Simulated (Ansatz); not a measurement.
# TiO2, response to strain

Base system: TiO₂ in the rutile structure (space group P4_2/mnm, No. 136).

```
TiO2
1.0
    4.54810     0.00000     0.00000
    0.00000     4.54810     0.00000
    0.00000     0.00000     2.91711
Ti O
2 4
Direct
  0.00000   0.00000   0.00000
  0.50000   0.50000   0.50000
  0.30396   0.30396   0.00000
  0.80396   0.19604   0.50000
  0.19604   0.80396   0.50000
  0.69604   0.69604   0.00000
```

Cartesian axes are those of the cell as printed.

Strains are applied to the cell and any free atomic positions relax; under biaxial strain the out-of-plane vector relaxes too.

Computed with LDA (Ansatz, a first-principles code, PAW, no spin-orbit coupling).

Notes on the quantities. pressure: mean of the normal stresses, compression positive.

```json
[
 {"change": "base", "pressure": "0.00 GPa", "electron mass": "0.52 mₑ along c, 1.1 mₑ across (at Γ)", "out-of-plane strain": "–"},
 {"change": "biaxial strain +0.60 %, plane normal [001], relaxed out of plane", "pressure": "-1.57 GPa", "electron mass": "0.51 mₑ out of plane, 1.1 mₑ in plane (at Γ)", "out-of-plane strain": "-0.39 %"},
 {"change": "biaxial strain +1.20 %, plane normal [001], relaxed out of plane", "pressure": "___", "electron mass": "0.51 mₑ out of plane, 1.1 mₑ in plane (at Γ)", "out-of-plane strain": "___"},
 {"change": "biaxial strain +1.80 %, plane normal [001], relaxed out of plane", "pressure": "-4.50 GPa", "electron mass": "0.51 mₑ out of plane, 1.1 mₑ in plane (at Γ)", "out-of-plane strain": "-1.09 %"},
 {"change": "biaxial strain +2.40 %, plane normal [001], relaxed out of plane", "pressure": "-5.86 GPa", "electron mass": "0.51 mₑ out of plane, 1.1 mₑ in plane (at Γ)", "out-of-plane strain": "-1.42 %"},
 {"change": "biaxial strain +3.00 %, plane normal [001], relaxed out of plane", "pressure": "-7.13 GPa", "electron mass": "0.51 mₑ out of plane, 1.0 mₑ in plane (at Γ)", "out-of-plane strain": "-1.72 %"}
]
```

Task: What belongs in the blanks?

Result: 
- biaxial strain +1.20 %, plane normal [001], relaxed out of plane, pressure: -3.07 GPa
- biaxial strain +1.20 %, plane normal [001], relaxed out of plane, out-of-plane strain: -0.75 %

The levels and masses belong to the bands next to the band gap. Effective masses come from finite differences of ±0.01 Å⁻¹. Whether these cells are dynamically stable was not tested. The final runs are not spin-polarised.
